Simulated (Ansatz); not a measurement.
O on the Si site (O_Si) in silicon (start: the Si site; 64-site cell, 2×2×2 shifted sampling), impurity bounded by its compound with the host (Δμ(Si) = 0.00 eV, Δμ(O) = -4.17 eV, bounded by alpha cristobalite; only phases computed here count, gases as isolated molecules at 0 K). Calculation: PBE, PAW (plane waves to 420 eV; Ansatz, a quantum-chemistry and plane-wave program). In charge state 0 (not spin-polarised) the formation energy is 3.77 eV. The crystal has 4.89 × 10^22 Si sites per cm³.

Question: Estimate the equilibrium concentration at 900 K in the dilute limit, leaving out vibrational entropy and degeneracy.

Answer: kT = 0.0776 eV; c = N exp(−E_f / kT) = 4.89 × 10^22 × exp(−48.6) ≈ 4 × 10^1 cm^-3. An error of 0.2 eV in E_f moves this by a factor of 13.
